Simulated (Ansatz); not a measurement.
## Pressure series in HfO2

Consider HfO₂ in the fluorite structure (space group Fm-3m, No. 225; a = 5.098 Å).

Cell and atoms are relaxed at each pressure.

Levels (all Ansatz, a program for electronic structure, PAW, earlier PAW set): PBE (420 eV, no SOC); r2SCAN (500 eV, without spin-orbit coupling).

The base cell above is that of PBE; each level relaxes its own structures.

```json
[
 {"case": "pressure −2 GPa", "lattice parameter a, PBE": "5.112 Å", "lattice parameter a, r2SCAN": "?"},
 {"case": "pressure −1 GPa", "lattice parameter a, PBE": "5.105 Å", "lattice parameter a, r2SCAN": "5.065 Å"},
 {"case": "pressure 3 GPa", "lattice parameter a, PBE": "5.078 Å", "lattice parameter a, r2SCAN": "?"},
 {"case": "pressure 7 GPa", "lattice parameter a, PBE": "5.053 Å", "lattice parameter a, r2SCAN": "5.018 Å"},
 {"case": "pressure 15 GPa", "lattice parameter a, PBE": "5.007 Å", "lattice parameter a, r2SCAN": "?"},
 {"case": "pressure 30 GPa", "lattice parameter a, PBE": "4.933 Å", "lattice parameter a, r2SCAN": "4.907 Å"},
 {"case": "pressure 50 GPa", "lattice parameter a, PBE": "4.852 Å", "lattice parameter a, r2SCAN": "?"},
 {"case": "pressure 75 GPa", "lattice parameter a, PBE": "4.769 Å", "lattice parameter a, r2SCAN": "4.752 Å"},
 {"case": "pressure 100 GPa", "lattice parameter a, PBE": "4.700 Å", "lattice parameter a, r2SCAN": "4.686 Å"}
]
```

### Question
Complete the table.

### Answer

- pressure −2 GPa, lattice parameter a, r2SCAN: 5.072 Å
- pressure 3 GPa, lattice parameter a, r2SCAN: 5.041 Å
- pressure 15 GPa, lattice parameter a, r2SCAN: 4.975 Å
- pressure 50 GPa, lattice parameter a, r2SCAN: 4.831 Å

PBE lies above r2SCAN in every row, by 0.014 Å to 0.041 Å. They put the cases in the same order.

Load acts through the strain it causes; cell and atoms are relaxed under it. Stability against distortions was not tested. Competing high-pressure phases were not computed. This is not the structure that HfO2 has at room temperature and ambient pressure.
